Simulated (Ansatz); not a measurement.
Ta in the bcc (W type) structure (space group Im-3m, No. 229)

```
Ta
1.0
   -1.64097     1.64097     1.64097
    1.64097    -1.64097     1.64097
    1.64097     1.64097    -1.64097
Ta
1
Cartesian
  0.00000   0.00000   0.00000
```

Level of theory: Kohn–Sham DFT with the PBEsol functional, run in Ansatz (a program for electronic structure) with PAW and 420 eV plane waves, no spin-orbit coupling. Settings: 20×20×20 k-points, 0.05 eV Fermi–Dirac smearing.

| Quantity | Value |
|---|---|
| Volume per atom | 17.68 Å³ |
| Density | 17.00 g/cm³ |
| Band gap | zero |
| Total energy | -9806.499 eV/atom (σ→0; compares only within this code and set-up) |

No phonon test of stability was made. All final runs are without spin polarisation.
